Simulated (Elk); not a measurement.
Worked example: self-consistent single point of LaNi2 (Fd-3m, 6 atoms in the cell) in Elk.

Computed with PBEsol, all-electron FP-LAPW, Elk's shipped species files, APW+lo basis with extra local orbitals (Elk).

The change in words: lattice scaled by 0.98. Reference geometry:
```
LaNi2
1.0
    0.00000     3.65314     3.65314
    3.65314     0.00000     3.65314
    3.65314     3.65314     0.00000
La Ni
2 4
Cartesian
  5.47972   5.47972   5.47972
  3.65314   3.65314   3.65314
  2.73986   2.73986   0.91329
  2.73986   0.91329   2.73986
  0.91329   0.91329   0.91329
  0.91329   2.73986   2.73986
```

Reference input (self-consistent single point, DFT, PBEsol, all-electron FP-LAPW, Elk's shipped species files, APW+lo basis with extra local orbitals): xctype = 22; rgkmax = 7.5; stype = 0; swidth = 0.00999582 Ha; ngridk = 8 8 8; gmaxvr = 16 1/bohr; nxlo = 2; lorbcnd = true; lmaxi = 3. This run's input differs from it in these lines:

```diff
@@ -28,3 +28,3 @@
 scale
-  9.762943486
+  9.567684349
```

Output, abridged:

```
│ Self-consistent loop started │
│ Loop number : 1 │
 total energy                :     -23114.8394788
│ Loop number : 2 │
 total energy                :     -23112.9605880
RMS change in Kohn-Sham potential (target) :   0.2779544397     (  0.1000000000E-05)
Absolute change in total energy (target)   :    1.878890733     (  0.1000000000E-03)
│ Loop number : 3 │
 total energy                :     -23112.4134898
RMS change in Kohn-Sham potential (target) :   0.2738955937     (  0.1000000000E-05)
Absolute change in total energy (target)   :    1.016820909     (  0.1000000000E-03)
│ Loop number : 4 │
   [... lines left out ...]
Absolute change in total energy (target)   :   0.2012353871E-03 (  0.1000000000E-03)
│ Loop number : 17 │
 total energy                :     -23067.2879299
RMS change in Kohn-Sham potential (target) :   0.4207035791E-07 (  0.1000000000E-05)
Absolute change in total energy (target)   :   0.1030991043E-03 (  0.1000000000E-03)
│ Loop number : 18 │
 total energy                :     -23067.2879355
RMS change in Kohn-Sham potential (target) :   0.1776938206E-07 (  0.1000000000E-05)
Absolute change in total energy (target)   :   0.2017608131E-04 (  0.1000000000E-03)
Convergence targets achieved

│ Loop number : 19 │

Energies :
 Fermi                       :     0.405493542460
 total energy                :     -23067.2879332

Density of states at Fermi energy :    97.70056069
 (states/Hartree/unit cell)

Estimated indirect band gap :   0.1452325023E-02
 from k-point      5 to k-point      9
Estimated direct band gap   :   0.1219522656E-01
 at k-point      6

Charges :
 core                        :    140.0000000
 valence                     :    86.00000000
 interstitial                :    6.600749236
 muffin-tins (core leakage)
  species :    1 (La)
   atom    1                 :    55.04475714     (  0.2382013199E-03)
   atom    2                 :    55.04475714     (  0.2382013199E-03)
  species :    2 (Ni)
   atom    1                 :    27.32743412     (  0.3420280938E-03)
   atom    2                 :    27.32743412     (  0.3420280938E-03)
   atom    3                 :    27.32743412     (  0.3420280938E-03)
   atom    4                 :    27.32743412     (  0.3420280938E-03)
 total in muffin-tins        :    219.3992508
 total calculated charge     :    225.9815895
 total charge                :    226.0000000
 error                       :   0.1841045372E-01

│ Self-consistent loop stopped │
```

The run converged in 19 iterations. The count includes the last loop, which Elk runs after its targets are met. 

The starting cell comes from a database of computed structures (which also holds hypothetical and non-ambient phases and stackings), without a prior relaxation at this level. For this run, on top of that: lattice scaled by 0.98. Spin polarisation is off. Values depend on the basis (sphere radii, cutoffs, local orbitals), which need not be converged. The log's line on a gap gives a spacing of levels on this mesh, which the program prints for metals too.

Cost on one core of a shared machine: roughly 2 min.
